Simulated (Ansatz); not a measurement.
Effect of isotropic strain +1.00 % on HfN

The reference is HfN in the rock salt structure (space group Fm-3m, No. 225; a = 4.5257 Å; relaxed with 0.1 eV smearing).

Now apply this change: an isotropic linear strain of +1.00 %; the atoms relax in the strained cell.

Calculations: r2SCAN, PAW, 500 eV (Ansatz, a program for electronic structure; no spin-orbit coupling). Settings: 22×22×22 k-points, 0.1 eV Fermi–Dirac smearing.

| quantity | base | changed | shift |
|---|---|---|---|
| volume per atom | 11.59 Å³ | 11.94 Å³ | +0.35 Å³ |
| energy relative to the base (free energy F) | 0 meV/atom | +8.9 meV/atom | +8.9 meV/atom |
| band gap | zero | zero | – |

Final structure:

```xyz
2
Lattice="0.0000 2.2855 2.2855 2.2855 0.0000 2.2855 2.2855 2.2855 0.0000" Properties=species:S:1:pos:R:3 pbc="T T T"
Hf     0.0000     0.0000     0.0000
N      2.2855     2.2855     2.2855
```

Cost of the whole job for the changed cell (relaxation, final SCF and bands): about 40 core-seconds (a rough figure).

No phonon test of stability was made. All final runs are without spin polarisation. An odd electron count without spin: HfN.
